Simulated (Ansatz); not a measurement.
Density of states of monolayer SnS₂ above the conduction band minimum, PBE, rigid bands (Ansatz, an electronic-structure program); cell area 11.87 Å².

```
energy from edge (eV)  10⁻³ states/eV/cell
---------------------  -------------------
0.006                                  667
0.031                                  674
0.056                                  676
0.081                                  691
0.106                                  688
0.131                                  709
0.156                                  737
0.181                                  737
0.206                                  726
0.231                                  742
0.256                                  776
0.281                                  776
0.319                                  782
0.344                                  800
0.369                                  810
0.394                                  822
0.419                                  858
0.444                                  874
0.469                                  877
0.494                                  902
0.519                                  917
0.544                                  963
0.569                                  961
0.594                                  998
```

Task: What effective density of states at 300 K does this give (∫ g(E) exp(−E/k_BT) dE, both spins, divided by the cell's size)?

Result: 1.5e13 cm⁻².

Spin-orbit coupling is left out. Geometry: cell and atoms relaxed with PBE.
